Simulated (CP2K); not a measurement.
Checking a run of CP2K on KBr (Fm-3m, 2 atoms in the cell). The aim is a self-consistent single point with DFT PBE, GPW, DZVP-MOLOPT-SR-GTH basis, GTH-PBE potentials (GTH_POTENTIALS).

Cell that was meant: a = 4.5618 Å, b = 4.5618 Å, c = 4.5618 Å, α = 60.00°, β = 60.00°, γ = 60.00°.

Part of the input:

```
  &DFT
    BASIS_SET_FILE_NAME BASIS_MOLOPT
    POTENTIAL_FILE_NAME GTH_POTENTIALS
    CHARGE -2
    &QS
      METHOD GPW
      EPS_DEFAULT 1E-10
```

Log, with long lists cut:

```
 GLOBAL| Method name                                                        CP2K
   [... lines left out ...]
                           18                16.000                        1.125

 Number of electrons:                                                         18
 Number of occupied orbitals:                                                  9
 Number of molecular orbitals:                                                13

 Number of orbital functions:                                                 27
 Number of independent orbital functions:                                     27
 SCF WAVEFUNCTION OPTIMIZATION

  Step     Update method      Time    Convergence         Total energy    Change
     1 NoMix/Diag. 0.40E+00      -     0.89472228       -42.3961636722 -4.24E+01
     2 Broy./Diag. 0.40E+00      -     0.22623533       -44.0378774531 -1.64E+00
     3 Broy./Diag. 0.40E+00      -     0.48485541       -42.2417002404  1.80E+00
     4 Broy./Diag. 0.40E+00      -     0.13518007       -41.1924347897  1.05E+00
     5 Broy./Diag. 0.40E+00      -     0.03404199       -41.1916598449  7.75E-04
     6 Broy./Diag. 0.40E+00      -     0.01742043       -41.3400414424 -1.48E-01
   [... 5 lines left out ...]
    12 Broy./Diag. 0.40E+00      -     0.00008068       -41.3101201832 -1.33E-04
    13 Broy./Diag. 0.40E+00      -     0.00001227       -41.3101667158 -4.65E-05
    14 Broy./Diag. 0.40E+00      -     0.00000355       -41.3101640953  2.62E-06
    15 Broy./Diag. 0.40E+00      -     0.00000053       -41.3101621836  1.91E-06
  *** SCF run converged in    15 steps ***

  Overlap energy of the core charge distribution:               0.00000000000000
  Self energy of the core charge distribution:                -84.76948492805039
  Core Hamiltonian energy:                                     21.03490782021123
  Hartree energy:                                              30.06636625820265
  Exchange-correlation energy:                                 -7.64188768759348
  Smearing free energy correction:                             -0.00006364692149
  Fermi energy:                                                 0.25209989723980

  Total energy:                                               -41.31016218362291
  Total energy (extrapolated to sigma->0):                    -41.31013036016217

   [... lines left out ...]
 STRESS|                        x                   y                   z
 STRESS|      x        4.20627743079E+05  -5.19879549468E-01  -3.67611065421E-01
 STRESS|      y       -5.19879549468E-01   4.20628827226E+05  -4.77647982008E-01
 STRESS|      z       -3.67611065421E-01  -4.77647982008E-01   4.20627879520E+05
 STRESS| 1/3 Trace                                             4.20628149941E+05
```

Problem. Is anything amiss in this input, and did it matter?

Solution. The run is not sound. The fault is an unintended net charge. A charged periodic cell changes the electron count and is neutralised by a uniform background, so energy, forces and pressure belong to another system. To fix it, remove the charge. The run converged in 15 iterations without an error; against the sound input the pressure goes from 2.31 to 42.06 GPa and no clean gap remains on the mesh (levels overlap or are partly filled), against 4.72 eV before.

The sound input it was made from differs as follows (other fixes are possible):
```diff
-    CHARGE -2
```

With that input, the run converged in 14 iterations: free energy E − TS -1137.5669 eV; top of the valence band (on the code's own zero) 0.43 eV; gap on the k-point mesh 4.72 eV; pressure 2.31 GPa (DFT PBE, GPW, DZVP-MOLOPT-SR-GTH basis, GTH-PBE potentials (GTH_POTENTIALS)).

On the sound input: the starting cell comes from a database of computed structures (which also holds hypothetical and non-ambient phases and stackings), without a prior relaxation at this level. Its lattice was rescaled by a random factor within 2.5 % of one. Values carry the incompleteness of an atom-centred basis.
